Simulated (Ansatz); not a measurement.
Cost and result by functional for the surface energy of the (21-33) surface of hcp Y in its 1x1 cell, outermost plane spacing 0.17 Å in the ideal cut, in Ansatz (plane waves, PAW). Single points on the PBE structure, on one kind of machine; costs are rough ratios of the slab run's core time (references not counted) to the cheapest single point. r2SCAN's cost holds its higher cutoff (500 against 420 eV). Differences are taken against r2SCAN for comparison alone: no measured value is at hand, so the table doesn't rank accuracy.

Set-up: 22 atoms, 10.3 Å thick at the start (thin: gaps and levels are the slab's own); mesh 6x4x1; 0.1 eV smearing; dipole correction on; all atoms relaxed; held to the start's symmetry, so lower structures may exist; no spin, no spin-orbit, no U. These notes are the PBE run's.

```tsv
functional	relative cost	surface energy (J/m²)	less r2SCAN (J/m²)
LDA	1	1.19	0.04
PBEsol	1	1.16	0.01
RPBE	1	1.00	-0.15
r2SCAN	2	1.15	0.00
PBE (the relaxed run's value)	–	1.07	-0.08
```

The values span 0.19 J/m², while the single points' costs differ by a factor of roughly 2. Differences are of unrounded values.

Ansatz is a program for electronic structure.
